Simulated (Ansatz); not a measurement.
The reference is NaCaF3 in the cubic perovskite structure (space group Pm-3m, No. 221; a hypothetical phase, not in the database extracts checked).

```
NaCaF3
1.0
    4.37160     0.00000     0.00000
    0.00000     4.37160     0.00000
    0.00000     0.00000     4.37160
Na Ca F
1 1 3
Cartesian
  0.00000   0.00000   0.00000
  2.18580   2.18580   2.18580
  0.00000   2.18580   2.18580
  2.18580   2.18580   0.00000
  2.18580   0.00000   2.18580
```

Levels (all Ansatz, a first-principles code, PAW): PBEsol (420 eV, scalar-relativistic without spin-orbit coupling); r2SCAN (500 eV, scalar-relativistic without spin-orbit coupling); HSE06 (420 eV, no SOC).

One geometry, relaxed with PBEsol, under each level:

| level | band gap | lowest conduction level above the VBM at special points | pressure |
|---|---|---|---|
| PBEsol | 5.11 eV | Γ 5.11 eV; X 7.24 eV; M 8.28 eV; R 8.59 eV | 0.00 GPa |
| r2SCAN | 5.95 eV | Γ 5.95 eV; X 8.10 eV; M 9.19 eV; R 9.59 eV | 0.39 GPa |
| HSE06 | 7.12 eV | Γ 7.12 eV; X 9.26 eV; M 10.36 eV | – |

Single points use the geometry relaxed with PBEsol. Their cutoffs differ, which shifts pressures a little. HSE06 gaps are upper bounds (no full band path). No phonon test of stability was made. Many cubic perovskites are stable only at high temperature; tilts and polar distortions were not tested.
